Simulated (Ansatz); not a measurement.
Structures of equal composition on the (0001) surface of 4H silicon carbide (Si plane on top): (√3x√3)R30° Sb adatom at H3; (√3x√3)R30° Sb adatom at T4. The slabs share one bottom face, and each structure is named by its start. These are constructed structures in small cells; real faces may alloy, dewet or reconstruct in larger ones, and not all known structures of the face are among them. Slabs of about 10 Å with all that they carry, Fermi-Dirac smearing of 0.025 eV. Bottom of the slabs: H caps. Relaxed from the named starts with such symmetry as they have, on meshes of like density; energies extrapolated to zero smearing; no spin-orbit coupling, no U. Spin-polarised runs, if any, are marked in brackets, and their order is one that fits the cell; the others ran without spin. Where a second, spin-polarised start was run, the lower counts.

Host crystal: 4H silicon carbide, with a band gap (PBE, scalar-relativistic without spin-orbit coupling).

These are HSE06, at the PBE geometry (plane waves to 420 eV, PAW; Ansatz, a quantum-chemistry and plane-wave program) values and carry that method's errors.

### Question
Order them by energy per 1x1 cell (lowest first) at the level HSE06, at the PBE geometry.

### Answer
(√3x√3)R30° Sb adatom at T4 (0.000 eV), (√3x√3)R30° Sb adatom at H3 (0.119 eV)
